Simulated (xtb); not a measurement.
xtb 6.7.1, GFN2-xTB: Al(Me)2(H) triplet ([CH3][AlH][CH3]), charge 0, multiplicity 3, 10 atoms. The geometry is a generated start, not checked to be a minimum at this level.

- method = GFN2-xTB
- --acc = 1 (default)
- --etemp (K) = 300 (default)
- detailed input (--input) = none: ANC optimiser, Lindh (1995) Hessian, microcycle=20, maxdispl=1.0, hlow=0.01 (default)
- basis functions = 25
- valence electrons = 18

```xyz
10

Al     0.5509    -0.1342    -0.3416
C     -0.4360    -1.6984     0.3913
H     -0.3724    -2.5696    -0.2728
H     -1.5032    -1.4860     0.5337
H     -0.0597    -2.0334     1.3640
C      0.0717     1.7880    -0.1521
H      0.6986     2.4198    -0.7940
H      0.1891     2.1708     0.8676
H     -0.9702     1.9902    -0.4313
H      1.8311    -0.4472    -1.1648
```

Charge 0 and multiplicity 3 are set for this test and not shown to be the ground state. GFN-xTB has no spin term: --uhf 2 sets the occupations alone.

The structure is relaxed from this start with --opt LEVEL for the levels crude, sloppy, loose, lax, normal, tight, vtight, extreme, once each. Up to the end of the extreme run atoms move by at most 0.91 Å along an axis.

### Question
Choose the cheapest level whose final energy lies within 20 meV of that of extreme.

### Answer
sloppy: 27 cycles against 47, ending 3.0 meV above.

```
level    cycles  energy above the extreme run (meV)  gradient norm (eV/Å)
-------  ------  ----------------------------------  --------------------
crude        14                                 120                  0.38
sloppy       27                                 3.0                 0.089
loose        27                                 3.0                 0.089
lax          29                                 2.4                 0.077
normal       36                                0.20                 0.043
tight        39                                0.10                 0.023
vtight       45                          under 0.01                0.0031
extreme      47                                   —                0.0025
```
